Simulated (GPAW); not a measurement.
GPAW run on Cd₂SeS (P3m1, 4 atoms in the cell): self-consistent single point.

Method: LDA (Perdew-Wang 92), GPAW PAW datasets LDA (gpaw-data 1.0.1) (plane waves; GPAW).

```
Cd2SeS
1.0
    4.29722     0.00000     0.00000
   -2.14861     3.72150     0.00000
    0.00000     0.00000     7.00717
Cd Se S
2 1 1
Direct
  0.00000   0.00000   0.49023
  0.33333   0.66667   0.00964
  0.33333   0.66667   0.62575
  0.00000   0.00000   0.12238
```

Reference input (self-consistent single point, DFT PBEsol, plane waves, GPAW PAW datasets PBEsol (made by gpaw-setup)): mode = pw; ecut = 600 eV; xc = PBEsol; kpts = 6 6 3; mesh shift (steps) = 0 0 0; occupations.name = fermi-dirac; occupations.width = 0.01 eV; nbands = -4; convergence.bands = -2; symmetry.symmorphic = false; symmetry.tolerance = 0.0005; maxiter = 150. This run's input differs from it in these lines:

```diff
@@ -15,3 +15,3 @@
 calc = GPAW(mode={'name': 'pw', 'ecut': 600},
-            xc='PBEsol',
+            xc='LDA',
             kpts={'size': (6, 6, 3), 'gamma': True},
```

Its files differ too (potentials: GPAW PAW datasets LDA (gpaw-data 1.0.1)).

Log, with long lists cut:

```
     iter     time        total  log10-change:
                         energy   eigst   dens
iter:   1 --:--:--   -15.227150   +0.02
iter:   2 --:--:--   -15.053033   -1.05  -1.16
iter:   3 --:--:--   -14.425925   -1.12  -1.20
iter:   4 --:--:--   -14.421023   -2.28  -1.57
iter:   5 --:--:--   -14.430097c  -2.37  -1.61
iter:   6 --:--:--   -14.396041   -2.33  -2.15
iter:   7 --:--:--   -14.388885   -3.35  -2.26
iter:   8 --:--:--   -14.389070c  -4.51  -2.90
iter:   9 --:--:--   -14.388910c  -4.40  -3.12
iter:  10 --:--:--   -14.388869c  -5.20  -3.11
iter:  11 --:--:--   -14.388869c  -6.29  -3.70
iter:  12 --:--:--   -14.388849c  -6.26  -3.75
iter:  13 --:--:--   -14.388840c  -6.49  -3.97
iter:  14 --:--:--   -14.388835c  -6.65  -4.05c
iter:  15 --:--:--   -14.388833c  -6.71  -4.16c
iter:  16 --:--:--   -14.388833c  -7.07  -4.27c
iter:  17 --:--:--   -14.388833c  -8.22c -4.35c
Converged after 17 iterations.

Dipole moment: (-2.497195, 1.441756, -6.009232) |e|*Ang

Energy contributions relative to reference atoms: (reference = -380913.690888)

Kinetic:        +22.615148
Potential:      -21.425152
External:        +0.000000
XC:             -15.763201
Entropy (-ST):   -0.000000
Local:           +0.184372
SIC:             +0.000000
--------------------------
Free energy:    -14.388833
Extrapolated:   -14.388833

Showing only first 2 kpts
 Kpt  Band  Eigenvalues  Occupancy
  0    16      2.82396    2.00000
  0    17      2.82397    2.00000
  0    18      3.22604    0.00000
  0    19      4.94149    0.00000

  1    16      2.69142    2.00000
  1    17      2.69142    2.00000
  1    18      4.55268    0.00000
  1    19      5.07662    0.00000

Fermi level: 3.03308

Gap: 0.402 eV
Transition (v -> c):
   [... lines left out ...]
Energy (eV): -14.388833

Forces in eV/Ang:
  0 Cd    0.00000    0.00000   -0.01742
  1 Cd    0.00000    0.00000    0.01344
  2 Se    0.00000    0.00000   -0.02373
  3 S     0.00000    0.00000    0.02751

Stress tensor:
     0.031049    -0.000000     0.000000
    -0.000000     0.031049    -0.000000
     0.000000    -0.000000     0.030946
Stress (GPa, Voigt): [ 4.9746  4.9746  4.9582 -0.      0.     -0.    ]
```

The run converged in 17 iterations. GPAW prints stress with tension positive. Against the reference run the pressure goes from -3.11 to -4.97 GPa, the largest force moves little (0.030 to 0.028 eV/Å) and the gap on the mesh goes from 0.552 to 0.402 eV.

The starting cell comes from a database of computed structures (which also holds hypothetical and non-ambient phases and stackings), without a prior relaxation at this level. Its lattice was rescaled by a random factor within 2.5 % of one. With a pressure of about -5 GPa the cell is away from its equilibrium volume at this level.

Cost on one core of a shared machine: roughly 30 s.
